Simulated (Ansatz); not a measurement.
Evanescent states of LiBr (Fm-3m, rock salt, 2 atoms a cell, 20.2 Å³ an atom) along the normal of (111)

Level of theory: PBEsol (plane waves, PAW; Ansatz, a quantum-chemistry and plane-wave program).

No gap correction and no spin-orbit coupling; mid-gap values are interpolated between computed energies.

Energies count from the valence-band top; κ is the least over a 12×12 mesh across the current.

| E (eV) | κ (1/Å) | where |
|---|---|---|
| 0.12 | 0.099 | Γ |
| 0.34 | 0.164 | Γ |
| 0.57 | 0.204 | Γ |
| 0.81 | 0.233 | Γ |
| 1.03 | 0.255 | Γ |
| 1.26 | ? | Γ |
| 1.50 | ? | Γ |
| 1.73 | ? | Γ |
| 1.96 | ? | Γ |
| 2.19 | ? | Γ |
| 2.42 | ? | Γ |
| 2.65 | ? | Γ |
| 2.88 | ? | Γ |
| 3.10 | ? | Γ |
| 3.33 | ? | Γ |
| 3.56 | ? | Γ |
| 3.79 | 0.260 | Γ |
| 4.03 | 0.240 | Γ |
| 4.25 | 0.213 | Γ |
| 4.49 | 0.177 | Γ |
| 4.71 | 0.122 | Γ |

Question: What belongs in the gaps?

Answer: 
- 1.26, κ (1/Å): 0.272
- 1.50, κ (1/Å): 0.285
- 1.73, κ (1/Å): 0.295
- 1.96, κ (1/Å): 0.302
- 2.19, κ (1/Å): 0.306
- 2.42, κ (1/Å): 0.307
- 2.65, κ (1/Å): 0.306
- 2.88, κ (1/Å): 0.303
- 3.10, κ (1/Å): 0.297
- 3.33, κ (1/Å): 0.288
- 3.56, κ (1/Å): 0.276
